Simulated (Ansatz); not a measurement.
Effect of N interstitial (started 2.20 Å from the nearest host atom), symmetric start on BN

The reference is a 16-atom supercell of BN in the h-BN type structure (space group P6_3/mmc, No. 194; a = 2.506 Å, c = 6.615 Å; layered, stacked along the Cartesian z axis) at its relaxed geometry.

Modification: a neutral N interstitial (started 2.20 Å from the nearest host atom), symmetric start, atoms relaxed at fixed cell.

The values are results of PBE-D3(BJ) (Ansatz, a program for electronic structure), no SOC, not measurements. k-mesh 6×6×6 (Γ-centred); smearing 0.01 eV (Fermi–Dirac).

The largest displacement of a host atom from its site in the perfect cell amounts to 0.30 Å.

Cost of the whole job for the changed cell (relaxation, final SCF and bands): roughly 5 core-minutes.

Other magnetic orders, which the real material may have, were not ruled out. In so small a cell the defect repeats every few ångströms: this is an ordered compound, not a dilute defect. The defect started on the symmetric site and kept its symmetry, so it may sit on a saddle. The defect cell is spin-polarised and ends with 3.0 μB.
